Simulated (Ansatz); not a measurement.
System: RbMgH3 (P6₃/mmc, No. 194, 30 atoms in the cell; start mp-23738). Method: G0W0@PBEsol (hard PAW, contour deformation, complete-basis limit; Ansatz, a quantum-chemistry and plane-wave program).

Run with largest k mesh 6×6×2 (not extrapolated in the mesh).

Cell (relaxed with PBEsol):

```
MgRbH3
1.0
    5.83944     0.00000     0.00000
   -2.91972     5.05710     0.00000
    0.00000     0.00000    14.19802
Rb Mg H
6 6 18
Direct
  0.00000   0.00000   0.25000
  0.00000   0.00000   0.75000
  0.66667   0.33333   0.90528
  0.33333   0.66667   0.09472
  0.33333   0.66667   0.40528
  0.66667   0.33333   0.59472
  0.66667   0.33333   0.34606
  0.33333   0.66667   0.65394
  0.33333   0.66667   0.84606
  0.66667   0.33333   0.15394
  0.00000   0.00000   0.00000
  0.00000   0.00000   0.50000
  0.95691   0.47845   0.25000
  0.04309   0.52155   0.75000
  0.47845   0.95691   0.75000
  0.52155   0.04309   0.25000
  0.52155   0.47845   0.25000
  0.47845   0.52155   0.75000
  0.83426   0.66851   0.42016
  0.16574   0.33149   0.57984
  0.16574   0.83426   0.92016
  0.83426   0.16574   0.07984
  0.33149   0.16574   0.42016
  0.66851   0.83426   0.57984
  0.16574   0.33149   0.92016
  0.83426   0.66851   0.07984
  0.83426   0.16574   0.42016
  0.16574   0.83426   0.57984
  0.66851   0.83426   0.92016
  0.33149   0.16574   0.07984
```

**Question.** Predict the band gap.

**Answer.** 
- band gap: 4.74 eV

Note: the gap holds a correction of +0.36 eV to the complete basis.

Spin–orbit coupling is not included.

Static lattice: no zero-point or thermal effects.

A start named mp-… is a Materials Project structure, which need not be a measured phase.
